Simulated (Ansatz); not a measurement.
The reference is a 12-atom supercell of Al in the fcc (Cu type) structure (space group Fm-3m, No. 225; a = 4.040 Å) at its relaxed geometry.

Calculations: PBE, PAW, 420 eV (Ansatz, a quantum-chemistry and plane-wave program; no spin-orbit coupling).

Before the change:

```
Property    Value
--------  -------
Pressure  0.0 GPa
```

One thing is altered: a neutral Li interstitial (started 2.02 Å from the nearest host atom), atoms relaxed at fixed cell, starting from a slightly rattled geometry.

**Question.** What happens to the pressure?

**Answer.** The pressure goes from zero to 9.3 GPa.

**Question.** Estimate the effect on the final site of the added atom.

**Answer.** The final site of the added atom amounts to 8 Al at 2.17–2.80 Å.

**Question.** Predict the new largest displacement of a host atom from its site in the perfect cell.

**Answer.** The largest displacement of a host atom from its site in the perfect cell comes out as 0.52 Å.

The cell is small, so the values are those of an ordered compound at a high defect concentration; dilute-limit values will differ. The defect cell is not spin-polarised.
